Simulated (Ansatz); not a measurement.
**Ti under a change: pressure 3 GPa**

The reference is Ti in the hcp (Mg type) structure (space group P6_3/mmc, No. 194; a = 2.939 Å, c = 4.650 Å).

Now apply this change: a hydrostatic pressure of 3 GPa.

The values are results of Ansatz (a first-principles code), PBE, PAW, cutoff 420 eV, no spin-orbit coupling, earlier PAW set, not measurements. k-mesh 18×18×10 (Γ-centred); smearing 0.05 eV (Fermi–Dirac).

The density increases by 0.12 g/cm³ to 4.69 g/cm³ and the lattice parameter a shrinks by 0.026 Å to 2.913 Å. The shortest interatomic distance shrinks by 0.0238 Å to 2.855 Å and the band gap stays zero.

Load acts through the strain it causes; cell and atoms are relaxed under it. Stability against distortions was not tested. All final runs are without spin polarisation.
